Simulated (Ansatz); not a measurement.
The parent structure is BiB in the zinc blende structure (space group F-43m, No. 216; a = 5.456 Å; a hypothetical phase, not in the database extracts checked). Axes: x, y, z lie along the cube axes.

Perturbation: tensile biaxial strain of 1.24 % in the plane normal to [110], as in epitaxy on a mismatched substrate; the out-of-plane cell vector and the atoms relax.

Levels (all Ansatz, a quantum-chemistry and plane-wave program, PAW): PBEsol (420 eV, spin-orbit coupling left out); HSE06+SOC (420 eV, spin-orbit coupling included).

The geometry is relaxed with PBEsol.

| Quantity | Value |
|---|---|
| PBEsol lowest conduction level above the VBM at special points | Γ 0.20 eV; R 0.22 eV; S 0.38 eV |
| PBEsol valence-band top at Γ | 0.00, -0.11, -0.13 eV |

With HSE06+SOC at the same geometry, the lowest conduction level above the VBM at special points becomes Γ 0.55 eV; R 0.54 eV; S 0.71 eV (PBEsol: Γ 0.20 eV; R 0.22 eV; S 0.38 eV); the valence-band top at Γ (three highest Kramers pairs, from the VBM) becomes 0.00, -0.08, -1.58 eV (PBEsol: 0.00, -0.11, -0.13 eV).

A biaxial case was relaxed in a doubled cell and then solved in the primitive one. Single points use the geometry relaxed with PBEsol. Differences between runs with and without spin-orbit coupling are approximate. With Bi present, leaving out spin-orbit coupling can change the band edges. The levels and masses belong to the bands next to the band gap. Stability against distortions was not tested. k-point labels follow each cell's own Brillouin zone.
